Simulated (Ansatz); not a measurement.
# A computed series for CuI: pressure series

The reference is CuI in the zinc blende structure (space group F-43m, No. 216; a = 5.9393 Å).

Cell and atoms are relaxed at each pressure.

The values are results of PBEsol (Ansatz, a quantum-chemistry and plane-wave program), scalar-relativistic without spin-orbit coupling, not measurements.

Candidates:
(a) pressure 4.5 GPa
(b) pressure 0.9 GPa
(c) pressure 15 GPa
(d) pressure 2.1 GPa

For the base:

```
Property   Result
--------  -------
Band gap  1.17 eV
```

Order them by band gap, highest first.

(c) pressure 15 GPa (1.78 eV), (a) pressure 4.5 GPa (1.40 eV), (d) pressure 2.1 GPa (1.29 eV), (b) pressure 0.9 GPa (1.22 eV)

Spin-orbit coupling, missing from the scalar runs, can matter with I. Load acts through the strain it causes; cell and atoms are relaxed under it. No phonon test of stability was made. Tetrahedral semiconductors of this kind turn to denser phases somewhere between about 1 and 50 GPa; those were not computed, so compressed cells here can lie past the real transition. All final runs are without spin polarisation.
